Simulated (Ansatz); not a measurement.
AlP (F-43m), HSE06, rigid bands in Ansatz (a first-principles code): band gap 2.28 eV, N_c = 1.67e19 cm⁻³ and N_v = 9.17e19 cm⁻³ at 300 K, conductivity masses of 0.327 mₑ (electrons) and 0.584 mₑ (holes). Take k_BT = 0.02585 eV.

Task: A film of it is 2 nm thick. Estimate the confinement energies in an infinite well.

Result: ħ²π²/(2m t²) = 0.376 eV·nm²/(m/mₑ × t²) gives 287 meV for electrons and 161 meV for holes, so the gap would widen to about 2.73 eV. Finite barriers and nonparabolic bands lower this, and with several valleys or bands the heaviest mass along the normal sets the lowest level, not this average.

Task: What built-in voltage has an abrupt junction with N_A = 1e17 and N_D = 1e17 cm⁻³, all dopants ionised?

Result: V_bi = E_g/e − (k_BT/e) ln(N_c N_v/(N_A N_D)) = 2.28 − 0.02585 × 11.94 = 1.97 V. It follows the computed gap one for one.

Task: Find the intrinsic carrier density and the intrinsic Fermi level.

Result: n_i = √(N_c N_v) exp(−E_g/2k_BT) = 3.91e19 × exp(−44.10) = 2.8e0 cm⁻³. The level lies (k_BT/2) ln(N_v/N_c) = 22 meV from mid-gap (positive towards the conduction band). Each 0.1 eV added to the gap lowers n_i by a factor of 6.9.

Rigid, parabolic bands with the computed gap; masses take one relaxation time for all states. Spin-orbit coupling is left out; where it splits the top of the valence band, N_v and the p-type Seebeck coefficient come out somewhat high without it. Geometry: cell and atoms relaxed with PBEsol.
